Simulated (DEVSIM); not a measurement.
System: abrupt Ge n-p junction, at 300 K.

Layer 1 from the left is Ge, thickness (μm) 0.170, Nd (cm⁻³) 2.8e17, τn (s) 0.00028, τp (s) 0.00028. Layer 2 from the left is Ge, thickness (μm) 1.60, Na (cm⁻³) 2.7e14, τn (s) 0.00028, τp (s) 0.00028.

Left contact: ohmic. Right contact: ohmic. Voltage is applied to the left contact. Recombination: SRH at mid-gap. Mobility is μmin + (μ − μmin)/(1 + (N/Nref)^α).

The device is made up for the run: typed textbook-type constants, with dimensions and the other settings drawn at random. Values at 300 K.

Ge: gap (eV) 0.664, affinity (eV) 4, permittivity 16, Nc (cm⁻³) 1.04e19, Nv (cm⁻³) 6e18, μn (cm²/Vs) 3900, μp (cm²/Vs) 1900, μn,min 150, μp,min 100, Nref,n 2.6e17, Nref,p 4e17, αn 0.56, αp 0.6.

Model (solved in DEVSIM): 1D drift-diffusion, Boltzmann statistics, complete ionisation; no tunnelling, impact ionisation, image-force lowering or self-heating.

Question: What does the simulation give for the largest field in the device at zero bias, the dark forward voltage at 100 A/cm², the potential step across the device at zero bias?

Answer: largest field in the device at zero bias 25000 V/cm; dark forward voltage at 100 A/cm² 0.182 V; potential step across the device at zero bias 0.312 V.
